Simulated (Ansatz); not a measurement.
The starting structures come from a database of crystals and need not be the phases stable at ambient conditions.

 Where the default PAW files enter, the runs use the earlier of Ansatz's two default sets.

Consider the following.

```yaml
crystal:
  lattice:
    - [5.26944, 0.00000, 0.00000]
    - [-2.63472, 4.56347, 0.00000]
    - [2.63472, 1.52116, 4.63437]
  atoms:
    - { symbol: Li, position: [0.50000, 0.75000, 0.75000] }
    - { symbol: Li, position: [0.50000, 0.25000, 0.25000] }
    - { symbol: Nb, position: [0.00000, 0.50000, 0.50000] }
    - { symbol: Nb, position: [0.00000, 0.00000, 0.00000] }
    - { symbol: O, position: [0.50000, 0.62963, 0.25000] }
    - { symbol: O, position: [0.50000, 0.37037, 0.75000] }
    - { symbol: O, position: [0.12036, 0.87037, 0.25000] }
    - { symbol: O, position: [0.87964, 0.12964, 0.75000] }
    - { symbol: O, position: [0.87964, 0.25000, 0.25000] }
    - { symbol: O, position: [0.12037, 0.75000, 0.75000] }
```

Space group of this cell: R-3c. The cell is taken as given; by r2SCAN its mean pressure is -9.4 GPa.

Computed with r2SCAN (plane waves, PAW; Ansatz, a first-principles code).

The current runs along the normal of the first two printed vectors; no spin-orbit coupling. Scaled by the factor s: both lengths across the current (ions clamped). Meshes 8×8×8 and 12×12 across the current in all rows.

```csv
s,mean pressure (GPa),band gap (eV)
0.98,-1.1,?
1.00,-9.4,2.81
1.02,-16.1,2.67
```

Question: Take the slope of the band gap against ln s from the two given rows, extrapolate to s = 0.98, and say what the run there gives.

Answer: Slope = (2.67 − 2.81) / ln 1.02 = -7.07 eV. The line gives 2.81 + (-7.07) × ln 0.98 = 2.95 eV. The run gives 2.94 eV, 0.01 eV under the line, 9 % of the predicted step.
